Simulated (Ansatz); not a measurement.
An Ansatz (a quantum-chemistry and plane-wave program) run: MoS2; PBEsol-D3(BJ), PAW, 420 eV (Ansatz; scalar-relativistic without spin-orbit coupling).

Input:

Ansatz 0.2 input:
```yaml
crystal:
  lattice:
    - [3.1089871592, 0, 0]
    - [-1.5544935796, 2.6924618599, 0]
    - [0, 0, 11.7088371554]
  atoms:
    - { symbol: Mo, position: [0.3333333333, 0.6666666667, 0.25] }
    - { symbol: Mo, position: [0.6666666667, 0.3333333333, 0.75] }
    - { symbol: S, position: [0.3333333333, 0.6666666667, 0.6164886479] }
    - { symbol: S, position: [0.6666666667, 0.3333333333, 0.1164886479] }
    - { symbol: S, position: [0.6666666667, 0.3333333333, 0.3835113521] }
    - { symbol: S, position: [0.3333333333, 0.6666666667, 0.8835113521] }
basis: { ecutwfc: 420, ecutrho_ratio: 4, xc_grid: 2, fft_grid_basis: typed }
kpoints: { mp_grid: { grid: [12, 12, 3] } }
hamiltonian:
  xc: pbesol
  dispersion: d3bj
  pseudopotentials: { kind: paw }
scf: { occupations: { method: fermi_dirac, width: 0.05 }, convergence: { dr2_threshold: 0.0000000006 } }
output: { forces: true, stress: true }
```

Output (explanatory and most iteration lines left out):

```
Pseudopotential: Mo, paw, valence charge 14
Pseudopotential: S, paw, valence charge 6
Crystal: 6 atoms, lattice volume = 98.013 Å³
Basis set: ecut = 420 eV, 1887 PW (Γ), exchange–correlation on 48×48×160 points (8 copies of the dense FFT grid, shifted against one another)
Bands: 32, of which v1, the nominal top of the filled ones, is band 26 counted from 1 (25 counted from 0)
Symmetry: 24 space group operations
Space group: P63/mmc (ITA 194), of the structure as read, at distance tolerance 4.6e-5 Å
k-points: 38 of 432
Functional: x = pbesol(κ = 0.804, μ = 0.12345679012345678), c = pbesol(β = 0.046)
SCF iter   1: F=—  HF=-13342.652884 eV  |F-HF|=—  |Δ(HF+E_count)|=         —  Δρ=6.74e-3  dr2=2.12e-2  ethr=1.77e-3  ⟨swp⟩=6.9  Hψ=5365  notcnv=0
SCF iter   2: F=—  HF=-13342.656657 eV  |F-HF|=—  |Δ(HF+E_count)|=   3.77e-3  Δρ=3.85e-3  dr2=7.23e-3  ethr=4.08e-5  ⟨swp⟩=2.3  Hψ=2181  notcnv=0
SCF 1 converged in 8 iterations: F = -13342.658528 eV  dr2 = 2.18e-10
SCF converged after 8 iterations
Free energy (F): -13342.658528 eV
Internal energy: -13342.658485 eV  (E = F + TS)
E sigma→0 (E₀):  -13342.658507 eV
Entropy (-TS):   -0.000042 eV (-0.007 meV/atom)
Fermi energy:    12.726265 eV
  E_disp       = -2.415369  (pairwise vdW)
--- Forces (eV/Å), atoms counted from 1 ---
  atom   1  Mo     0.00000000    -0.00000000     0.00000000
  atom   2  Mo     0.00000000     0.00000000     0.00000000
  atom   3  S      0.00000000     0.00000000     0.00007028
  atom   4  S      0.00000000    -0.00000000     0.00007028
  atom   5  S      0.00000000    -0.00000000    -0.00007028
  atom   6  S      0.00000000     0.00000000    -0.00007028
--- Stress (GPa, compression-positive) ---
       -0.004551       0.000000       0.000000
       -0.000000      -0.004551       0.000000
        0.000000       0.000000      -0.007173
  P = ⅓ Tr σ = -0.0054 GPa (-0.054 kbar)
```

Whether these cells are dynamically stable was not tested. The cell is MoS₂ in the 2H-MoS2 type structure (space group P6_3/mmc, No. 194; layered, stacked along the Cartesian z axis).
